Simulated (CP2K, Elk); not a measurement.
An Elk input for a self-consistent single point of TiSi2 (Fddd, 6 atoms in the cell) (DFT, PBE, all-electron FP-LAPW, Elk's shipped species files, LAPW+lo basis):

```
tasks
  0

xctype
  20

rgkmax
  8.0

gmaxvr
  14.0

nxoapwlo
  1

stype
  0

swidth
  0.00734986

scale
  1.889726125

avec
    0.0000000000    4.2089240000    4.3575360000
    2.4425570000    0.0000000000    4.3575360000
    2.4425570000    4.2089240000    0.0000000000

atoms
  2   : nspecies
  'Ti.in'   : spfname
  2   : natoms; atposl, bfcmt below
  0.5000000000  0.5000000000  0.5000000000    0.0 0.0 0.0
  0.7500000000  0.7500000000  0.7500000000    0.0 0.0 0.0
  'Si.in'   : spfname
  4   : natoms; atposl, bfcmt below
  0.8374300000  0.1625700000  0.8374300000    0.0 0.0 0.0
  0.1625700000  0.8374300000  0.1625700000    0.0 0.0 0.0
  0.4125700000  0.0874300000  0.4125700000    0.0 0.0 0.0
  0.0874300000  0.4125700000  0.0874300000    0.0 0.0 0.0

ngridk
  7 7 7
```

Task: Write the same calculation as an input for CP2K.

Result: One input that does it (others would too):

```
&GLOBAL
  PROJECT calc
  RUN_TYPE ENERGY_FORCE
  PRINT_LEVEL LOW
&END GLOBAL
&FORCE_EVAL
  METHOD Quickstep
  STRESS_TENSOR ANALYTICAL
  &DFT
    BASIS_SET_FILE_NAME BASIS_MOLOPT
    POTENTIAL_FILE_NAME GTH_POTENTIALS
    &QS
      METHOD GPW
      EPS_DEFAULT 1E-11
    &END QS
    &MGRID
      CUTOFF 600
      REL_CUTOFF 40
      NGRIDS 5
    &END MGRID
    &SCF
      SCF_GUESS ATOMIC
      EPS_SCF 1E-6
      MAX_SCF 100
      ADDED_MOS 8
      &DIAGONALIZATION
        ALGORITHM STANDARD
      &END DIAGONALIZATION
      &MIXING
        METHOD BROYDEN_MIXING
        ALPHA 0.2
        NBUFFER 8
        BETA 1.5
      &END MIXING
      &SMEAR ON
        METHOD GAUSSIAN
        SIGMA [eV] 0.2
      &END SMEAR
    &END SCF
    &KPOINTS
      SCHEME MONKHORST-PACK 7 7 7
    &END KPOINTS
    &XC
      &XC_FUNCTIONAL PBE
      &END XC_FUNCTIONAL
    &END XC
    &PRINT
      &MO
        EIGENVALUES T
        OCCUPATION_NUMBERS T
        NDIGITS 8
        FILENAME mo
        &EACH
          QS_SCF 0
        &END EACH
        ADD_LAST NUMERIC
      &END MO
      &MULLIKEN OFF
      &END MULLIKEN
    &END PRINT
  &END DFT
  &SUBSYS
    &CELL
      A 6.05831300 0.00000000 0.00000000
      B 3.13422500 3.88983700 0.00000000
      C 2.92408800 -0.82231400 3.80192500
      PERIODIC XYZ
    &END CELL
    &COORD
      Ti       6.05831300     1.53376150     1.90096250
      Ti       9.08746950     2.30064225     2.85144375
      Si       8.03166303    -0.05625961     3.18384605
      Si       4.08496297     3.12378261     0.61807895
      Si       3.97989447     0.00082636     1.56856020
      Si       2.07841853     1.53293514     0.33240230
    &END COORD
    &KIND Ti
      BASIS_SET DZVP-MOLOPT-SR-GTH-q12
      POTENTIAL GTH-PBE-q12
    &END KIND
    &KIND Si
      BASIS_SET DZVP-MOLOPT-SR-GTH-q4
      POTENTIAL GTH-PBE-q4
    &END KIND
  &END SUBSYS
  &PRINT
    &FORCES ON
    &END FORCES
    &STRESS_TENSOR ON
    &END STRESS_TENSOR
  &END PRINT
&END FORCE_EVAL
```

Basis, cutoffs, solver keys and any potentials are the target program's own. This input uses DFT PBE, GPW, DZVP-MOLOPT-SR-GTH basis, GTH-PBE potentials (GTH_POTENTIALS).

The starting cell comes from a database of computed structures (which also holds hypothetical and non-ambient phases and stackings), without a prior relaxation at this level. Its lattice was rescaled by a random factor within 2.5 % of one.
